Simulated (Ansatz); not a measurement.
Input and output of a relaxation of the atoms for YbZn (P4mm, 2 atoms in the cell) (Ansatz, a first-principles code).

Level of theory: LDA (PW92), default PAW files made with PBE (plane waves; Ansatz).

The change in words: one atom moved by 0.15 angstrom; relax: default → atoms; relax.f_tol: default → 0.001 eV/Å. Reference geometry:
```
YbZn
1.0
    3.59371     0.00000     0.00000
    0.00000     3.59371     0.00000
    0.00000     0.00000     3.59371
Yb Zn
1 1
Direct
  0.00000   0.00000   0.00000
  0.50000   0.50000   0.50000
```

Reference input (self-consistent single point, DFT, LDA (PW92), plane waves, default PAW files made with PBE): basis.ecutwfc = 420 eV; kpoints.mp_grid.grid = 9 9 9; hamiltonian.xc = lda; hamiltonian.pseudopotentials = {kind: paw} (the program's default PAW files); scf.occupations.method = fermi_dirac; scf.occupations.width = 0.1 eV. This run's input differs from it in these lines:

```diff
@@ -7,3 +7,3 @@
   atoms:
-    - { symbol: Yb, position: [0.000000, 0.000000, 0.000000] }
+    - { symbol: Yb, position: [0.000000, 0.000000, 0.041740] }
     - { symbol: Zn, position: [0.500000, 0.500000, 0.500000] }
@@ -22,2 +22,4 @@
     width: 0.1 eV
+relax:
+  f_tol: 0.001
 output:
```

The program printed (abridged):

```
   [... SCF lines of the steps left out ...]
relax step   1: F+E_penalty+E_count = -16807.51914278 eV  Δ(F+E_penalty+E_count) = +0.000e0 eV  max|allowed force component| = 3.351e-1 eV/Å  Δτ_max = 0.0000 Å  (8 SCF iters, dr2 threshold 1.00e-7 eV, accepted)
relax step   2: F+E_penalty+E_count = -16807.54407015 eV  Δ(F+E_penalty+E_count) = -2.493e-2 eV  max|allowed force component| = 2.526e-2 eV/Å  Δτ_max = 0.0693 Å  (6 SCF iters, dr2 threshold 7.02e-6 eV, accepted)
relax step   3: F+E_penalty+E_count = -16807.54421486 eV  Δ(F+E_penalty+E_count) = -1.447e-4 eV  max|allowed force component| = 2.084e-5 eV/Å  Δτ_max = 0.0057 Å  (6 SCF iters, dr2 threshold 3.99e-8 eV, accepted)
relax step   4: F+E_penalty+E_count = -16807.54421486 eV  Δ(F+E_penalty+E_count) = -1.244e-9 eV  max|allowed force component| = 1.337e-5 eV/Å  Δτ_max = 0.0000 Å  (6 SCF iters, accepted)
the relaxation is at rest under the 8 symmetry operations that the run kept from its start: a minimum is not shown …
Free energy (F): -16807.544215 eV
Internal energy: -16807.442831 eV  (E = F + TS)
E sigma→0 (E₀):  -16807.493523 eV
Entropy (-TS):   -0.101384 eV (-50.692 meV/atom)
Fermi energy:    11.381008 eV
--- Forces (eV/Å), atoms counted from 1 ---
  atom   1  Yb     0.00000000     0.00000000    -0.00001252
  atom   2  Zn    -0.00000000     0.00000000     0.00001422
--- Stress (GPa, compression-positive) ---
       -5.523688       0.000000      -0.000000
        0.000000      -5.523688       0.000000
       -0.000000       0.000000      -5.523628
  P = ⅓ Tr σ = -5.5237 GPa (-55.237 kbar)
  The stress holds the Pulay correction. Without it, at fixed plane waves, as pw.x and ABINIT print it: P = -5.5624 GPa
--- Relaxed structure (4 steps of the walk, 4 accepted, 0 SCFs on fresh bases) ---
  F+E_penalty+E_count = -16807.54421486 eV   max|allowed force component| = 1.337e-5 eV/Å
  atoms:
    - { symbol: Yb, position: [1.33979189227183e-35, 0.0, 0.02087072786758585] }
    - { symbol: Zn, position: [0.5, 0.5, 0.5208692721324142] }
```

The run converged.  The full log also holds: “iter 3 did not close the SCF: its close was put off for the readings that it lacked (scf_convergence_deferred on its scf_iter line)”. The full log also holds: “iter 4 did not close the SCF: its close was put off for the readings that it lacked (scf_convergence_deferred on its scf_iter line)”.

Summary of the result:
- Free energy E − TS (on the zero of these files) = -16807.5442 eV
- Fermi level (on the code's own zero) = 11.38 eV
- Pressure = -5.52 GPa
- Relaxation steps = 4

The starting cell comes from a database of computed structures (which also holds hypothetical and non-ambient phases and stackings), without a prior relaxation at this level. Its lattice was rescaled by up to half a per cent. For this run, on top of that: one atom moved by 0.15 angstrom. Spin polarisation is off. The relaxation keeps the symmetry of its start, so its end need not be a minimum. Ansatz's pressure includes its estimate of the finite-basis (Pulay) stress.

Cost on one core of a shared machine: roughly 40 s.

Keys are those of Ansatz 0.2.
